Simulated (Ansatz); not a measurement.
Base system: Ti in the hcp (Mg type) structure (space group P6_3/mmc, No. 194; a = 2.936 Å, c = 4.640 Å; relaxed with 0.1 eV smearing).

Calculations: DFT with r2SCAN, PAW potentials and a 500 eV plane-wave cutoff in Ansatz (a quantum-chemistry and plane-wave program), spin-orbit coupling left out.

Base values:

```
Item        Value
--------  -------
Pressure  0.0 GPa
Band gap     zero
```

It is then changed as follows: the cell is scaled by 1.0200 in all directions, atoms relaxed at fixed cell.

### Question
How does this affect the energy relative to the base, pressure and band gap?

### Answer
The energy grows by 22 meV/atom; the pressure (mean of the normal stresses, compression positive) goes from zero to -6.2 GPa; the band gap is still zero.

The cells carry an imposed strain or load. Stability against distortions was not tested. All final runs are without spin polarisation.
